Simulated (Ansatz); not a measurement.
Defect: Zr vacancy in monoclinic ZrO2, charge state -4. The step: a nearby Zr atom hops onto the vacant site; the atom moves 3.02 Å along (0.49, -0.08, 0.38) of the unit cell; the moving atom starts with neighbours O at 1.96, O at 2.00, O at 2.08, O at 2.30, O at 2.32, O at 2.34, O at 2.42 Å and ends with O at 1.96, O at 2.00, O at 2.08, O at 2.30, O at 2.32, O at 2.34, O at 2.42 Å. A PBE band in Ansatz (plane-wave PAW, the Γ point alone, 96 host sites, 109 SCF runs with any check of the saddle's order, static, no finite-size correction) gives a forward barrier of 1.98 eV. The program found a first-order saddle point. The charge state is imposed; whether it is stable for some Fermi level was not computed. Forms of the defect that were not tried may lie lower.

Single points at the band's start and saddle point can refine it. Rough cost of one point, in units of the band's mean SCF on the same machine:

| Level | Cost of one point |
|---|---|
| PBE, a 2×2×2 k-point mesh shifted by half a step | about 7 |
| r2SCAN at 500 eV, the Γ point alone | about 2 |

Task: Which of these move the barrier by more than 0.1 eV, and how far does each move it?

Result: PBE, a 2×2×2 k-point mesh shifted by half a step: 0.00 eV; r2SCAN at 500 eV, the Γ point alone: +0.12 eV. Each functional is compared with PBE at the same k-points.

Ansatz is a first-principles code.
